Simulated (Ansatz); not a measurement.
Data:

```
BiB
1.0
    0.00000     2.69967     2.69967
    2.74524    -0.04557     2.74524
    2.74524     2.74524    -0.04557
Bi B
1 1
Direct
  0.75173   0.74827   0.74827
  0.99827   0.00173   0.00173
```

No spin polarisation.

Level of theory: r2SCAN (Ansatz, a first-principles code, PAW, scalar-relativistic without spin-orbit coupling). Γ-centred 10×10×10 mesh, Fermi–Dirac width 0.05 eV.

Problem. Predict the stress and space group.

Solution. 
* **Stress (xx, yy, zz, yz, xz, xy; compression positive)**: (-0.01, 0.12, 0.12, 2.67, 0.00, 0.00) GPa
* **Space group**: Imm2 (No. 44)

The cells carry an imposed strain or load. No phonon test of stability was made. The cell was made from BiB in the zinc blende structure (space group F-43m, No. 216; a hypothetical phase, not in the database extracts checked) by this change: tensor shear ε_yz = −1.66 %.
